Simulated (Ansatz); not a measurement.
**TiSi2: isotropic strain −1.48 %**

The parent structure is TiSi$_{2}$ (space group Cmcm, No. 63; a = 3.5459 Å, b = 13.5650 Å, c = 3.5797 Å).

The change: an isotropic linear strain of −1.48 %; the atoms relax in the strained cell.

Calculations: PBE in Ansatz (plane waves to 420 eV, PAW, no spin-orbit coupling), earlier PAW set. Settings: 14×14×13 k-points, 0.05 eV Fermi–Dirac smearing.

```json
[
 {"quantity": "volume per atom", "base": "14.35 Å³", "changed": "13.72 Å³", "shift": "-0.63 Å³"},
 {"quantity": "shortest interatomic distance", "base": "2.404 Å", "changed": "2.383 Å", "shift": "-0.021 Å"},
 {"quantity": "energy relative to the base (free energy F)", "base": "0 meV/atom", "changed": "+12 meV/atom", "shift": "+12 meV/atom"},
 {"quantity": "pressure (mean of the normal stresses, compression positive)", "base": "0.0 GPa", "changed": "6.6 GPa", "shift": "+6.6 GPa"},
 {"quantity": "band gap", "base": "zero", "changed": "zero", "shift": "–"}
]
```

Final structure:

```
CELL_PARAMETERS angstrom
      1.74673    -6.68214     0.00000
      1.74673     6.68214     0.00000
      0.00000     0.00000     3.52671
ATOMIC_POSITIONS crystal
  Si 0.94002 0.05998 0.75000
  Si 0.05998 0.94002 0.25000
  Si 0.25036 0.74964 0.75000
  Si 0.74964 0.25036 0.25000
  Ti 0.60263 0.39737 0.75000
  Ti 0.39737 0.60263 0.25000
```

Cost of the whole job for the changed cell (relaxation, final SCF and bands): around 2.1 core-minutes (rough).

No phonon test of stability was made. The final runs are not spin-polarised.

Ansatz is a quantum-chemistry and plane-wave program.
